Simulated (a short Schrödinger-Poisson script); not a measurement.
Stack: MOS inversion layer, SiO2 on p-type Ge(100), at 300 K.

```
layer  material  thickness (nm)  Na (cm⁻³)
-----  --------  --------------  ---------
1          SiO2             3.8          -
2            Ge             520     6.3e17
```

Constants are typed, rounded textbook-type inputs, not results; the design itself was drawn at random and stands for no fabricated device. SiO2: permittivity 3.9, conduction-band edge (eV) 3.1, gap (eV) 9, electron mass (mₑ) 0.5. Ge: permittivity 16, conduction-band edge (eV) 0, gap (eV) 0.664, Nv at 300 K (cm⁻³) 6e18.

Channel valleys (confinement mass, in-plane density-of-states mass, number): L4 0.12, 0.295, 4. At the gate the conduction-band edge of layer 1 lies 3.31 eV − eVg above the Fermi level of the channel; the field vanishes at the back. Gaps are held at their typed values at every temperature. Mesh 0.03 nm at interfaces.

From a short Schrödinger-Poisson script (our own, NumPy): 1D Poisson equation in equilibrium, electrons classical, Fermi-Dirac, parabolic valleys, classical holes, full ionisation, no traps, pinning or gate leakage.

The same stack at other levels of the model or other numerical settings:

```csv
run,sheet density of all electrons at Vg = 2.85 V (cm⁻²),sheet density of all electrons at Vg = 1.05 V (cm⁻²),capacitance at Vg = 2.85 V (μF/cm²),centroid of the channel electrons at Vg = 2.85 V (nm),rough cost against the base
base,1.13e13,1.96e12,0.853,0.88,about 1
"electrons treated as classical, Boltzmann",1.18e13,2.03e12,0.889,0.48,0.2
"electrons treated as quantum, Hartree",1.00e13,1.31e12,0.804,2.61,4
mesh six times as coarse,1.12e13,1.93e12,0.849,0.95,0.3
```

The classical rows ignore confinement, and Boltzmann statistics overrate the density once the band edge passes the Fermi level.

Only the L valleys are kept; under strong confinement the Δ valleys of Ge fill too.
